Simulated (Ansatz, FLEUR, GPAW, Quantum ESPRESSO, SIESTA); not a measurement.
# Code comparison for MoIr3 (P6_3/mmc, 8 atoms in the cell)

Self-consistent single point, at a second geometry (lattice scaled by 0.98). First geometry:

```
CELL_PARAMETERS angstrom
      5.48700     0.00000     0.00000
     -2.74350     4.75188     0.00000
      0.00000     0.00000     4.38500
ATOMIC_POSITIONS crystal
  Ir 0.83300 0.66600 0.25000
  Ir 0.16700 0.83300 0.75000
  Ir 0.33400 0.16700 0.25000
  Ir 0.16700 0.33400 0.75000
  Ir 0.83300 0.16700 0.25000
  Ir 0.66600 0.83300 0.75000
  Mo 0.33333 0.66667 0.25000
  Mo 0.66667 0.33333 0.75000
```

Shared settings, as Ansatz (a program for electronic structure) writes them: kpoints.mp_grid.grid = 5 5 5; scf.occupations.method = gaussian; scf.occupations.width = 0.02 Ry. Potentials and cutoffs stand in the table.

```tsv
code	model	ΔF from the first geometry (meV/atom)	pressure (GPa)	largest force (eV/Å)	cutoff
Quantum ESPRESSO	LDA (PZ), GBRV 1.5 ultrasoft (LDA) pseudopotentials	22.4	16.36	0.171	40 Ry
SIESTA	LDA PW92, numerical atomic orbitals DZP, PseudoDojo LDA standard norm-conserving potentials (rewritten from UPF to PSML)	15.2	16.30	0.128	grid 400 Ry
GPAW	LDA (Perdew-Wang 92), GPAW PAW datasets LDA (gpaw-data 1.0.1)	9.6	14.31	0.190	600 eV
FLEUR	LDA (Perdew-Zunger), all-electron FLAPW (FLEUR), scalar-relativistic valence	–	–	0.195	Kmax 4.2 1/bohr
Ansatz	LDA (PW92), default PAW files made with PBE	20.7	16.95	0.184	default
```

For Quantum ESPRESSO (by 0.9 GPa) the energy change implies a higher mean pressure, against the two pressures, than for the other programs: a sign of finite-basis (Pulay) stress.

A dash marks a value that a program does not give, or that is left out as unsure.

On Ansatz's run: spin-orbit coupling is off. Spin polarisation is off.

The spread over the programs that give each value: ΔF from the first geometry within 12.8 meV/atom; pressure within 2.64 GPa; largest force within 0.067 eV/Å.

SIESTA uses small atom-centred bases, whose incompleteness enters pressures, forces and empty levels differently from a plane-wave cutoff. FLEUR treats all electrons, but the usual bases taken here (sphere radii, linearisation, local orbitals, empty states) were not tested for convergence, so the values are no reference for the others. Ansatz's pressure is given at a fixed set of plane waves, as the other plane-wave codes print theirs; with its correction for the finite basis it is 16.99 GPa. The same LDA comes in different parametrisations, which differ slightly. In the pressure, GPAW (by 2.05) lies more than 1 GPa from the median of the plane-wave programs.

The starting cell comes from a database of published, mostly measured structures (it also holds non-ambient and calculated ones), without a prior relaxation at this level. For this run, on top of that: lattice scaled by 0.98.

Keys are those of Ansatz 0.2.
